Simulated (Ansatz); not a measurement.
```yaml
crystal:
  lattice:
    - [3.84529, 0.00000, 0.00000]
    - [-1.92264, 3.33012, 0.00000]
    - [0.00000, 0.00000, 6.30518]
  atoms:
    - { symbol: Zn, position: [0.66667, 0.33333, 0.99986] }
    - { symbol: Zn, position: [0.33333, 0.66667, 0.49986] }
    - { symbol: S, position: [0.66667, 0.33333, 0.62534] }
    - { symbol: S, position: [0.33333, 0.66667, 0.12534] }
```

Another polymorph of this substance is known too; which is more stable was not tested here.

### Question
Give the diagonal Born effective charges atom by atom and the electronic dielectric tensor from linear response, PBE density-functional theory in Ansatz (plane waves, PAW).

### Answer
| atom | Z*xx | Z*yy | Z*zz |
|---|---|---|---|
| Zn1 | 1.97 | 1.97 | 2.07 |
| Zn2 | 1.97 | 1.97 | 2.07 |
| S3 | -1.97 | -1.97 | -2.07 |
| S4 | -1.97 | -1.97 | -2.07 |

ε∞ diagonal: 5.8, 5.8, 5.9. The program warned that the k mesh resolves the field response only roughly, so the permittivities are not converged. Away from Γ the polar cell without biaxial strain shows no imaginary mode on a 2×2×2 mesh.

Ansatz is a quantum-chemistry and plane-wave program.
